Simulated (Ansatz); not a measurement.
An Ansatz (an electronic-structure program) run: PbO with a change (tensor shear ε_xz = +1.33 %); Kohn–Sham DFT with the PBEsol-D3(BJ) functional, run in Ansatz with PAW and 420 eV plane waves, no SOC.

Input:

Ansatz 0.2 input:
```yaml
crystal:
  lattice:
    - [3.969588982, 0, 0.0527955335]
    - [0, 3.969588982, 0]
    - [0.0625821853, 0, 4.7054274636]
  atoms:
    - { symbol: Pb, position: [0.5, 0, 0.7493631604] }
    - { symbol: Pb, position: [0, 0.5, 0.2506368396] }
    - { symbol: O, position: [0.5, 0.5, 0] }
    - { symbol: O, position: [0, 0, 0] }
basis: { ecutwfc: 420, ecutrho_ratio: 4, xc_grid: 2, fft_grid_basis: typed }
kpoints: { mp_grid: { grid: [8, 8, 7] } }
hamiltonian:
  xc: pbesol
  dispersion: d3bj
  pseudopotentials: { kind: paw }
scf: { occupations: { method: fermi_dirac, width: 0.05 }, convergence: { dr2_threshold: 0.0000000004 } }
relax: { f_tol: 0.005, max_steps: 50 }
output: { forces: true, stress: true }
checkpoint: { write: state.ck, write_every: 1000 }
```

Output (explanatory and most iteration lines left out):

```
Relaxation: its limit of steps is 50 (relax.max_steps)
Pseudopotential: Pb, paw, valence charge 14
Pseudopotential: O, paw, valence charge 6
Crystal: 4 atoms, lattice volume = 74.133 Å³
Basis set: ecut = 420 eV, 1461 PW (Γ), exchange–correlation on 54×54×64 points (8 copies of the dense FFT grid, shifted against one another)
Bands: 24, of which v1, the nominal top of the filled ones, is band 20 counted from 1 (19 counted from 0)
Symmetry: 4 space group operations
Space group: P21/m (ITA 11), of the structure as read, at distance tolerance 4.2e-5 Å
k-points: 145 of 448
Functional: x = pbesol(κ = 0.804, μ = 0.12345679012345678), c = pbesol(β = 0.046)
SCF iter   1: F=—  HF=-24631.888627 eV  |F-HF|=—  |Δ(HF+E_count)|=         —  Δρ=1.42e-2  dr2=1.44e-1  ethr=1.77e-3  ⟨swp⟩=6.2  Hψ=15982  notcnv=0
SCF iter   2: F=—  HF=-24631.864822 eV  |F-HF|=—  |Δ(HF+E_count)|=   2.38e-2  Δρ=5.81e-3  dr2=2.03e-2  ethr=3.61e-4  ⟨swp⟩=2.5  Hψ=6168  notcnv=0
SCF 1 converged in 9 iterations: F = -24631.860523 eV  dr2 = 6.56e-11
relax step   1: F+E_penalty+E_count = -24631.86052268 eV  Δ(F+E_penalty+E_count) = +0.000e0 eV  max|allowed force component| = 1.554e-1 eV/Å  Δτ_max = 0.0000 Å  (9 SCF iters, accepted)
Crystal: 4 atoms, lattice volume = 74.133 Å³
SCF iter   1: F=—  HF=-24631.863820 eV  |F-HF|=—  |Δ(HF+E_count)|=         —  Δρ=9.36e-4  dr2=3.64e-4  ethr=8.18e-7  ⟨swp⟩=3.0  Hψ=15414  notcnv=0
SCF iter   2: F=—  HF=-24631.863750 eV  |F-HF|=—  |Δ(HF+E_count)|=   7.04e-5  Δρ=4.56e-4  dr2=6.77e-5  ethr=8.18e-7  ⟨swp⟩=2.6  Hψ=5816  notcnv=0
SCF 2 converged in 7 iterations: F = -24631.863710 eV  dr2 = 7.03e-11
relax step   2: F+E_penalty+E_count = -24631.86370994 eV  Δ(F+E_penalty+E_count) = -3.187e-3 eV  max|allowed force component| = 7.785e-2 eV/Å  Δτ_max = 0.0177 Å  (7 SCF iters, accepted)
Crystal: 4 atoms, lattice volume = 74.133 Å³
SCF iter   1: F=—  HF=-24631.864325 eV  |F-HF|=—  |Δ(HF+E_count)|=         —  Δρ=7.05e-4  dr2=2.29e-4  ethr=3.20e-6  ⟨swp⟩=3.8  Hψ=11009  notcnv=0
SCF iter   2: F=—  HF=-24631.864285 eV  |F-HF|=—  |Δ(HF+E_count)|=   4.03e-5  Δρ=3.67e-4  dr2=7.32e-5  ethr=5.72e-7  ⟨swp⟩=1.0  Hψ=4640  notcnv=0
SCF 3 converged in 7 iterations: F = -24631.864225 eV  dr2 = 5.01e-11
relax step   3: F+E_penalty+E_count = -24631.86422543 eV  Δ(F+E_penalty+E_count) = -5.155e-4 eV  max|allowed force component| = 3.070e-2 eV/Å  Δτ_max = 0.0099 Å  (7 SCF iters, accepted)
Crystal: 4 atoms, lattice volume = 74.133 Å³
SCF iter   1: F=—  HF=-24631.864404 eV  |F-HF|=—  |Δ(HF+E_count)|=         —  Δρ=3.40e-4  dr2=6.33e-5  ethr=8.36e-7  ⟨swp⟩=3.4  Hψ=10064  notcnv=0
SCF iter   2: F=—  HF=-24631.864351 eV  |F-HF|=—  |Δ(HF+E_count)|=   5.30e-5  Δρ=1.53e-4  dr2=1.61e-5  ethr=1.58e-7  ⟨swp⟩=2.4  Hψ=7472  notcnv=0
SCF 4 converged in 7 iterations: F = -24631.864347 eV  dr2 = 2.03e-11
relax step   4: F+E_penalty+E_count = -24631.86434702 eV  Δ(F+E_penalty+E_count) = -1.216e-4 eV  max|allowed force component| = 2.001e-2 eV/Å  Δτ_max = 0.0030 Å  (7 SCF iters, accepted)
Crystal: 4 atoms, lattice volume = 74.133 Å³
SCF iter   1: F=—  HF=-24631.864418 eV  |F-HF|=—  |Δ(HF+E_count)|=         —  Δρ=1.23e-4  dr2=8.18e-6  ethr=1.64e-7  ⟨swp⟩=2.6  Hψ=9294  notcnv=0
SCF iter   2: F=—  HF=-24631.864373 eV  |F-HF|=—  |Δ(HF+E_count)|=   4.51e-5  Δρ=5.21e-5  dr2=2.00e-6  ethr=2.04e-8  ⟨swp⟩=2.2  Hψ=5883  notcnv=0
SCF 5 converged in 6 iterations: F = -24631.864373 eV  dr2 = 6.61e-11
relax step   5: F+E_penalty+E_count = -24631.86437298 eV  Δ(F+E_penalty+E_count) = -2.596e-5 eV  max|allowed force component| = 2.792e-4 eV/Å  Δτ_max = 0.0012 Å  (6 SCF iters, accepted)
SCF converged after 6 iterations
Free energy (F): -24631.864373 eV
Internal energy: -24631.864370 eV  (E = F + TS)
E sigma→0 (E₀):  -24631.864372 eV
Entropy (-TS):   -0.000003 eV (-0.001 meV/atom)
Fermi energy:    9.774666 eV
  E_disp       = -1.000289  (pairwise vdW)
--- Forces (eV/Å), atoms counted from 1 ---
  atom   1  Pb    -0.00016072    -0.00000000    -0.00027165
  atom   2  Pb     0.00016072     0.00000000     0.00027165
  atom   3  O     -0.00027919    -0.00000000    -0.00000132
  atom   4  O      0.00027919     0.00000000     0.00000132
--- Stress (GPa, compression-positive) ---
        0.061190       0.000000      -0.713699
        0.000000       0.062317      -0.000000
       -0.713699      -0.000000       0.057701
  P = ⅓ Tr σ = 0.0604 GPa (0.604 kbar)
--- Relaxed structure (5 steps of the walk, 5 accepted, 0 SCFs on fresh bases) ---
  atoms:
    - { symbol: Pb, position: [0.5052800348038486, -5.862755782623684e-19, 0.7494054141620285] }
    - { symbol: Pb, position: [-0.00528003480384864, 0.5000000000000001, 0.25059458583797123] }
    - { symbol: O, position: [0.5013425725959122, 0.5000000000000001, 3.624583543621659e-5] }
    - { symbol: O, position: [-0.0013425725959121634, 1.4911894233351068e-19, -3.6245835436218065e-5] }
```

Spin-orbit coupling, missing from the scalar runs, can matter with Pb. The cells carry an imposed strain or load. Stability against distortions was not tested. The cell was made from PbO (space group P4/nmm, No. 129) by this change: tensor shear ε_xz = +1.33 %.
